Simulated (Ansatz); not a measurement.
The parent structure is TiB2 (space group P6/mmm, No. 191; a = 3.032 Å, c = 3.224 Å).

Level of theory: Ansatz (a first-principles code) PBE, no spin-orbit coupling.

One change was made to it. Results:

```json
[
 {"quantity": "band gap", "base": "zero", "after": "zero"},
 {"quantity": "c/a ratio", "base": "1.063", "after": "1.059"},
 {"quantity": "lattice parameter a", "base": "3.032 Å", "after": "3.003 Å"}
]
```

Q: What was done to the base?
(A) pressure −1 GPa
(B) pressure 4.5 GPa
(C) pressure 22.5 GPa
(D) pressure 9 GPa
(E) pressure −2 GPa

A: D, pressure 9 GPa. For comparison, the lattice parameter a in the other runs: pressure −1 GPa gives 3.035 Å; pressure 4.5 GPa gives 3.017 Å; pressure 22.5 GPa gives 2.965 Å; pressure −2 GPa gives 3.039 Å.

Load acts through the strain it causes; cell and atoms are relaxed under it. Whether these cells are dynamically stable was not tested. No other phases were tried under pressure. All final runs are without spin polarisation.
